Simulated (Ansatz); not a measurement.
**Hypothetical zinc blende BaO: isotropic strain +5.90 %**

The parent structure is BaO in the zinc blende structure (space group F-43m, No. 216; a = 5.861 Å; a hypothetical phase, not in the database extracts checked).

Modification: the cell is scaled by 1.0590 in all directions; the atoms relax in the strained cell.

The values are results of Ansatz (a quantum-chemistry and plane-wave program), PBEsol, PAW, cutoff 420 eV, no spin-orbit coupling, not measurements. Γ-centred 10×10×10 mesh, Fermi–Dirac width 0.05 eV.

The volume per atom increases by 4.723 Å³, from 25.17 Å³ to 29.90 Å³ and the space group remains F-43m (No. 216). The shortest interatomic distance grows by 0.150 Å to 2.688 Å and the energy goes up by 112 meV/atom. The band gap decreases by 0.31 eV, from 2.27 eV to 1.96 eV and the gap character stays indirect, X → Γ. The smallest direct gap shrinks by 0.737 eV, from 3.56 eV to 2.83 eV and the width of the top valence band shrinks by 0.43 eV (1.30 eV → 0.87 eV). The electron mass remains 0.40 mₑ (at Γ).

Effective masses come from finite differences of ±0.01 Å⁻¹. Semilocal Kohn–Sham gaps tend to fall short of experiment. Whether these cells are dynamically stable was not tested.
